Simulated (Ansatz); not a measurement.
**A computed series for GaSb: response to strain**

Start from GaSb in the zinc blende structure (space group F-43m, No. 216; a = 6.132 Å). Axes: x, y, z lie along the cube axes.

Strains are applied to the cell and any free atomic positions relax.

Calculations: Ansatz (a quantum-chemistry and plane-wave program), r2SCAN, PAW, cutoff 500 eV, no spin-orbit coupling.

```json
[
 {"uniaxial strain ε_zz (%)": "0", "band gap (eV)": "0.41"},
 {"uniaxial strain ε_zz (%)": "0.5", "band gap (eV)": "0.36"},
 {"uniaxial strain ε_zz (%)": "1", "band gap (eV)": "0.32"},
 {"uniaxial strain ε_zz (%)": "1.5", "band gap (eV)": "?"},
 {"uniaxial strain ε_zz (%)": "2", "band gap (eV)": "0.22"},
 {"uniaxial strain ε_zz (%)": "2.5", "band gap (eV)": "0.17"},
 {"uniaxial strain ε_zz (%)": "3", "band gap (eV)": "0.12"}
]
```

Task: Fit E_g = E₀ + Dε (ε in %) to the rows shown and predict the withheld row.

Result: Least squares on the printed values gives E₀ = 0.41 eV, D = -96.4 meV per % of strain (largest residual 0.01 eV); this predicts 0.27 eV, and the run gives 0.27 eV, in agreement.

Spin-orbit coupling, missing from the scalar runs, can matter with Sb. Stability against distortions was not tested. The zero or small gap of GaSb under uniaxial strain ε_zz = +1.50 %, GaSb under uniaxial strain ε_zz = +2.00 %, GaSb under uniaxial strain ε_zz = +2.50 % and GaSb under uniaxial strain ε_zz = +3.00 % can change with the level of theory.
